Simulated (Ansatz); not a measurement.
The parent structure is ZnS in the zinc blende structure (space group F-43m, No. 216; a = 5.357 Å). Axes: x, y, z lie along the cube axes.

All numbers come from PBEsol (Ansatz, a quantum-chemistry and plane-wave program), no spin-orbit coupling.

Base values:

The valley order is Γ 2.09 eV; X along ⟨100⟩ 3.17 eV; L along ⟨111⟩ 3.24 eV.

It is then changed as follows: tensile biaxial strain of 2.50 % in the plane normal to [111], as in epitaxy on a mismatched substrate; the out-of-plane cell vector and the atoms relax.

Question: Predict the new out-of-plane strain, valley order and energy relative to the base.

Answer: The out-of-plane strain is -1.56 %; the valley order (the lowest conduction-band minima on the path, energy above the VBM, named in the base's zone) becomes Γ 1.79 eV; L along [111] 2.75 eV; X along [001] 3.06 eV; L along [1-1-1] 3.15 eV (base: Γ 2.09 eV; X along ⟨100⟩ 3.17 eV; L along ⟨111⟩ 3.24 eV); the energy rises by 12 meV/atom.

The levels and masses belong to the bands next to the band gap. Stability against distortions was not tested.
